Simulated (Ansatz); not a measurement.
**What isotropic strain +3.00 % does to TiO2**

Consider TiO2 in the rutile structure (space group P4_2/mnm, No. 136; a = 4.5912 Å, c = 2.9390 Å).

One thing is altered: the cell is scaled by 1.0300 in all directions; the atoms relax in the strained cell.

Method: PBEsol (Ansatz, a first-principles code; PAW; 420 eV plane waves; no spin-orbit coupling). Γ-centred 7×7×11 mesh, Fermi–Dirac width 0.05 eV.

* **Volume per atom**: 11.28 Å³ (base 10.33 Å³)
* **Space group**: P4_2/mnm (No. 136) (base P4_2/mnm (No. 136))
* **Energy relative to the base (free energy F)**: +54 meV/atom
* **Band gap**: 1.81 eV (base 1.87 eV)
* **Gap character**: direct at Γ (base direct at Γ)
* **Mean gap deformation potential ΔEg/Δln V**: -0.6 eV
* **Width of the top valence band**: 1.46 eV (base 1.65 eV)
* **Valence-band top at Γ (three highest levels, from the VBM)**: 0.00, -0.35, -0.35 eV (base 0.00, -0.45, -0.45 eV)
* **Largest internal atomic displacement**: 0.027 Å

Final structure:

```
CELL_PARAMETERS angstrom
      4.72894     0.00000     0.00000
      0.00000     4.72894     0.00000
      0.00000     0.00000     3.02722
ATOMIC_POSITIONS crystal
  Ti 0.00000 0.00000 0.00000
  Ti 0.50000 0.50000 0.50000
  O  0.30855 0.30855 0.00000
  O  0.80855 0.19145 0.50000
  O  0.19145 0.80855 0.50000
  O  0.69145 0.69145 0.00000
```

Stability against distortions was not tested. All final runs are without spin polarisation.
